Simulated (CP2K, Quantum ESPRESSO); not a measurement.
A CP2K input for a self-consistent single point of TeSe2 (C2, 3 atoms in the cell) (DFT PBEsol, GPW, DZVP-MOLOPT-SR-GTH basis, GTH-PBE potentials (GTH_POTENTIALS)):

```
&GLOBAL
  PROJECT calc
  RUN_TYPE ENERGY_FORCE
  PRINT_LEVEL MEDIUM
&END GLOBAL
&FORCE_EVAL
  METHOD Quickstep
  STRESS_TENSOR ANALYTICAL
  &DFT
    BASIS_SET_FILE_NAME BASIS_MOLOPT
    POTENTIAL_FILE_NAME GTH_POTENTIALS
    &QS
      METHOD GPW
      EPS_DEFAULT 1E-10
    &END QS
    &MGRID
      CUTOFF 400
      REL_CUTOFF 50
      NGRIDS 4
    &END MGRID
    &SCF
      SCF_GUESS ATOMIC
      EPS_SCF 1E-6
      MAX_SCF 100
      ADDED_MOS 4
      &DIAGONALIZATION
        ALGORITHM STANDARD
      &END DIAGONALIZATION
      &MIXING
        METHOD BROYDEN_MIXING
        ALPHA 0.4
        NBUFFER 10
        BETA 1
      &END MIXING
    &END SCF
    &KPOINTS
      SCHEME MONKHORST-PACK 6 6 4
      GAMMA_CENTERED T
    &END KPOINTS
    &XC
      &XC_FUNCTIONAL
        &PBE
          PARAMETRIZATION PBESOL
        &END PBE
      &END XC_FUNCTIONAL
    &END XC
    &PRINT
      &MO
        EIGENVALUES T
        OCCUPATION_NUMBERS T
        NDIGITS 8
        FILENAME mo
        &EACH
          QS_SCF 0
        &END EACH
        ADD_LAST NUMERIC
      &END MO
      &MULLIKEN ON
      &END MULLIKEN
    &END PRINT
  &END DFT
  &SUBSYS
    &CELL
      A 4.65520000 0.00000000 0.00000000
      B 2.55036300 3.89442400 0.00000000
      C -0.13049200 -0.07052800 5.35087400
      PERIODIC XYZ
    &END CELL
    &COORD
      Te       4.07170103     0.92362108     2.67543700
      Se       1.91422235     2.93111197     4.49601837
      Se       3.57426462     3.82832296     0.85485563
    &END COORD
    &KIND Te
      BASIS_SET DZVP-MOLOPT-SR-GTH
      POTENTIAL GTH-PBE-q6
    &END KIND
    &KIND Se
      BASIS_SET DZVP-MOLOPT-SR-GTH
      POTENTIAL GTH-PBE-q6
    &END KIND
  &END SUBSYS
  &PRINT
    &FORCES ON
    &END FORCES
    &STRESS_TENSOR ON
    &END STRESS_TENSOR
  &END PRINT
&END FORCE_EVAL
```

Task: Write the same calculation as an input for Quantum ESPRESSO.

Result: One input that does it (others would too):

```fortran
&CONTROL
   calculation = 'scf'
   prefix = 'scf'
   outdir = './work'
   pseudo_dir = './'
   tprnfor = .true.
   tstress = .true.
/
&SYSTEM
   ibrav = 0
   nat = 3
   ntyp = 2
   ecutwfc = 40
   ecutrho = 320
   occupations = 'fixed'
   nbnd = 17
   input_dft = 'pbesol'
/
&ELECTRONS
   conv_thr = 1e-8
   mixing_beta = 0.4
/
ATOMIC_SPECIES
Te   127.6000  Te_pbe_v1.uspp.F.UPF
Se    78.9710  Se_pbe_v1.uspp.F.UPF
ATOMIC_POSITIONS {alat}
Te    0.863798924   -0.241330635    0.574720062
Se    0.661123517    0.358401383    0.965805571
Se    1.066474331    0.358401383    0.183634554
K_POINTS {automatic}
6 6 4  0 0 0
CELL_PARAMETERS {angstrom}
   4.095323000    -2.213418000     0.000000000
   4.095323000     2.213418000     0.000000000
  -0.148332000     0.000000000     5.350874000
```

Basis, cutoffs, solver keys and any potentials are the target program's own. This input uses DFT, PBEsol, plane waves, SSSP 1.1.2 efficiency (PBE) pseudopotentials.

The starting cell comes from a database of computed structures (which also holds hypothetical and non-ambient phases and stackings), without a prior relaxation at this level. Its lattice was rescaled by a random factor within 2.5 % of one.
